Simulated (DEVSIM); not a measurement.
**illuminated Si p-on-n cell, one wavelength**

Structure: illuminated Si p-on-n cell, one wavelength, at 350 K.

| layer (left to right) | material | thickness (μm) | Nd (cm⁻³) | Na (cm⁻³) | τn (s) | τp (s) | absorption coefficient (cm⁻¹) |
|---|---|---|---|---|---|---|---|
| 1 | Si | 0.130 | - | 3.5e18 | 5.3e-8 | 6.9e-8 | 19000 |
| 2 | Si | 27.0 | 1.1e15 | - | 5.3e-7 | 5.3e-7 | 19000 |

Left contact: ohmic, minority electron recombination velocity 3e5 cm/s. Right contact: ohmic, minority hole recombination velocity 10 cm/s. Voltage is applied to the left contact. Recombination: SRH at mid-gap, radiative, Auger. Gap narrowing is on: ΔEg = 6.92 meV × (l + √(l² + 0.5)), l = ln(N/1.3e17 cm⁻³), shared equally by both band edges. Light enters at the left, 2.8e16 photons cm⁻² s⁻¹, one pass, no reflection. Mobility is constant in doping.

This is a model device: material constants are rounded textbook-type values typed into the input, and sizes, dopings and lifetimes were drawn at random. Values at 300 K; Nc and Nv go as T^1.5, mobilities as T to minus their exponent, the gap by Varshni's rule with the affinity fixed.

```csv
parameter,Si
gap (eV),1.124
affinity (eV),4.05
permittivity,11.7
Nc (cm⁻³),2.86e19
Nv (cm⁻³),3.1e19
μn (cm²/Vs),1417
μp (cm²/Vs),470
T exponent of μn,2.3
T exponent of μp,2.2
B (cm³/s),4.7e-15
Cn (cm⁶/s),2.8e-31
Cp (cm⁶/s),9.9e-32
Varshni α (eV/K),0.000473
Varshni β (K),636
```

Simulated with DEVSIM: 1D drift-diffusion, Boltzmann statistics, complete ionisation; no tunnelling, impact ionisation, image-force lowering or self-heating.

The potential step across the device at zero bias comes out as 0.701 V and the largest field in the device at zero bias is 86000 V/cm. The dark forward voltage at 1 A/cm² is 0.525 V, the dark forward voltage at 100 A/cm² is 0.729 V and the short-circuit current is 4.41 mA/cm². The open-circuit voltage comes out as 0.326 V, the fill factor is 0.70 and the largest power is 1.00 mW/cm². The share of generated pairs collected at short circuit is 0.982.

Current under light (generator sign):

| V (V) | J (mA/cm²) |
|---|---|
| 0.00 | 4.41 |
| 0.02 | 4.41 |
| 0.06 | 4.40 |
| 0.10 | 4.40 |
| 0.14 | 4.39 |
| 0.18 | 4.35 |
| 0.20 | 4.31 |
| 0.22 | 4.24 |
| 0.24 | 4.11 |
| 0.26 | 3.85 |
| 0.28 | 3.38 |
| 0.30 | 2.48 |
| 0.32 | 0.776 |
| 0.34 | -2.46 |

Dark forward current:

```tsv
V (V)	J (A/cm²)
0.05	1.4e-6
0.10	5.7e-6
0.15	2.2e-5
0.20	8.8e-5
0.25	0.00040
0.30	0.0019
0.35	0.0094
0.40	0.045
0.45	0.18
0.50	0.59
0.55	1.7
0.60	5.2
0.65	17
0.70	53
0.75	160
0.80	420
0.85	1000
0.90	2100
```
